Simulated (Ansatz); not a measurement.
Take Ru in the hcp (Mg type) structure (space group P6_3/mmc, No. 194; a = 2.704 Å, c = 4.263 Å; relaxed with 0.1 eV smearing) as the base. Axes: x lies along a and z along c of the hexagonal cell.

Structures relaxed with r2SCAN (Ansatz, a first-principles code), spin-orbit coupling left out.

Base:

Simulated powder pattern, Cu Kα, λ = 1.54184 Å (kinematic, ideal powder, no thermal factors, no anomalous dispersion; the 8 strongest lines at most, above 2 %, up to 2θ = 90°):

| 2θ (°) | I/Imax (%) | hkl |
|---|---|---|
| 38.44 | 25 | (100) |
| 42.41 | 25 | (002) |
| 44.12 | 100 | (101) |
| 58.56 | 14 | (102) |
| 69.52 | 16 | (110) |
| 78.78 | 17 | (103) |
| 84.94 | 19 | (112) |
| 86.12 | 14 | (201) |

Perturbation: compressive biaxial strain of 2.50 % in the plane normal to [001], as in epitaxy on a mismatched substrate; the out-of-plane cell vector and the atoms relax.

Predict the new powder pattern.


Simulated powder pattern, Cu Kα, λ = 1.54184 Å (kinematic, ideal powder, no thermal factors, no anomalous dispersion; the 8 strongest lines at most, above 2 %, up to 2θ = 90°):

```tsv
2θ (°)	I/Imax (%)	hkl
39.46	24	(100)
41.80	28	(002)
44.90	100	(101)
58.84	14	(102)
71.57	16	(110)
78.50	18	(103)
86.47	20	(112)
88.60	14	(201)
```

The indices refer to the base's conventional cell; one index is shown for lines that coincide.

No phonon test of stability was made. All final runs are without spin polarisation.
